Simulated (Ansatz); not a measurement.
Consider the following.

End structure of a constructed model of the (100) surface of fcc Ag, a layer of In in place of the second plane (bottom of the slab: a bare face, its two planes held):

```yaml
crystal:
  lattice:
    - [2.93338, 0.00000, 0.00000]
    - [0.00000, 2.93338, 0.00000]
    - [0.00000, 0.00000, 26.50000]
  atoms:
    - { symbol: Ag, position: [0.50000, 0.50000, 0.30500] }
    - { symbol: Ag, position: [0.00000, 0.00000, 0.38327] }
    - { symbol: Ag, position: [0.50000, 0.50000, 0.46160] }
    - { symbol: Ag, position: [0.00000, 0.00000, 0.54031] }
    - { symbol: In, position: [0.50000, 0.50000, 0.62657] }
    - { symbol: Ag, position: [0.00000, 0.00000, 0.71132] }
```

Model: 6-atom slab, 10.3 Å thick at the start (thin: gaps and levels are the slab's own), 13x13x1 mesh, Fermi-Dirac 0.1 eV, dipole correction, 2 atoms held, the rest relaxed; start symmetry kept, larger cells not searched; no spin, no spin-orbit, no U. It is one candidate, not shown to be the stable structure of the face.

Q: Give the work function of the top face at the level PBE (Ansatz, a program for electronic structure).

A: 4.45 eV
